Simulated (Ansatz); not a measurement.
## BAs: response to strain

Take BAs in the zinc blende structure (space group F-43m, No. 216; a = 4.784 Å) as the base. Axes: x, y, z lie along the cube axes.

Strains are applied to the cell and any free atomic positions relax; under biaxial strain the out-of-plane vector relaxes too.

Level of theory: r2SCAN/PAW in Ansatz (a quantum-chemistry and plane-wave program), scalar-relativistic without spin-orbit coupling.

| case | smallest direct gap | ratio −ε⊥/ε∥ | gap character |
|---|---|---|---|
| base | 3.44 eV | – | – |
| biaxial strain +0.42 %, plane normal [111], relaxed out of plane | 3.38 eV | – | indirect, Γ → F–Γ (24 % along) |
| biaxial strain +0.83 %, plane normal [111], relaxed out of plane | ? | 0.20 | indirect, Γ → F–Γ (24 % along) |
| biaxial strain +1.25 %, plane normal [111], relaxed out of plane | 3.27 eV | 0.20 | indirect, Γ → F–Γ (18 % along) |
| biaxial strain +1.67 %, plane normal [111], relaxed out of plane | ? | 0.20 | indirect, Γ → F–Γ (18 % along) |
| biaxial strain +2.08 %, plane normal [111], relaxed out of plane | 3.17 eV | 0.20 | indirect, Γ → F–Γ (18 % along) |
| biaxial strain +2.50 %, plane normal [111], relaxed out of plane | ? | ? | indirect, Γ → F–Γ (18 % along) |

What belongs in the blanks?


- biaxial strain +0.83 %, plane normal [111], relaxed out of plane, smallest direct gap: 3.32 eV
- biaxial strain +1.67 %, plane normal [111], relaxed out of plane, smallest direct gap: 3.22 eV
- biaxial strain +2.50 %, plane normal [111], relaxed out of plane, smallest direct gap: 3.12 eV
- biaxial strain +2.50 %, plane normal [111], relaxed out of plane, ratio −ε⊥/ε∥: 0.19

Stability against distortions was not tested. k-point labels follow each cell's own Brillouin zone.
